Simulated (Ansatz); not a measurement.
**TiC: energy against volume**

TiC (rock salt, Fm-3m, 10.133 Å³/atom and stress up to 0.01 GPa in the relaxed cell, cube axes along x, y and z) under hydrostatic pressure, with the cell free. r2SCAN in Ansatz, a plane-wave DFT program (PAW, default set), 500 eV, 18×18×18 Γ-centred mesh, Fermi-Dirac smearing 0.05 eV; ions are relaxed, or left where forces stay under 0.02 eV/Å, within the symmetry of each cell.

Here V stands for volume and E for E less E0.

```csv
volume (Å³/atom),E less E0 (meV/atom),pressure (GPa)
10.2113,0.49,-2.00
10.1716,0.12,-1.00
10.1327,0.00,0.00
10.0982,0.10,0.90
10.0531,0.52,2.10
9.9659,2.32,4.50
9.8117,8.79,9.00
9.6229,22.89,15.00
9.2160,?,?
```

Task: Using the third-order Birch-Murnaghan form, a cubic in V^(-2/3), estimate the missing E at V = 9.2160 from the other rows, showing the fit.

Result: With u = V^(-2/3) - 0.2154, the rows have u = -0.0029390, -0.0023865, -0.0018417, -0.0013555, -0.0007158, 0.0005346, 0.0027912, 0.0056358. Least squares gives E = 1.393 + 1509.0·u + 408866·u² + 31466·u³. Residuals (row less fit): 0.001, 0.000, 0.000, 0.001, -0.002, 0.003, -0.001, 0.000; standard error 0.002 (degrees of freedom: 4). Its minimum lies at u = -0.0018457, so V0 = (0.2135543)^(-3/2) = 10.13. There d²E/du² = 817400 and d³E/du³ = 188800, so B0 = (4/9) × 10.13^(-7/3) × 817400 × 0.160218 = 262 GPa (the last factor turns the table's units into GPa), and B0' = 4 + (2/3) × 0.2135543 × (188800)/817400 = 4.0. B0' rests on the cubic coefficient alone and has a standard error of 0.1 from these residuals. At the withheld row, u = 0.0120949, so E = 1.393 + 1509.0 × 0.0120949 + 408866 × 0.0120949² + 31466 × 0.0120949³ = 79.511 meV/atom. The calculation gives 79.40 meV/atom, 0.111 meV/atom below the prediction (0.1 % of the range of E in the table). The row lies outside the fitted rows, so this is an extrapolation. The scatter of the fitted rows lies at the last printed digit.

In a metal these values are sensitive to mesh and smearing; energies are taken to zero smearing, stresses follow the free energy. The runs aren't spin-polarised. Other structures, which can take over under pressure, weren't tried. The same form fitted to the pressure column gives B0' = 3.9; series where the two differ by over 0.4 aren't shown. Rows are the converged runs of the series near zero and its far end, less any whose ions stayed unrelaxed beside relaxed ones; series whose fitted rows scatter by over a few per cent of the range, as at a crossing or softening among them, aren't shown in this form.
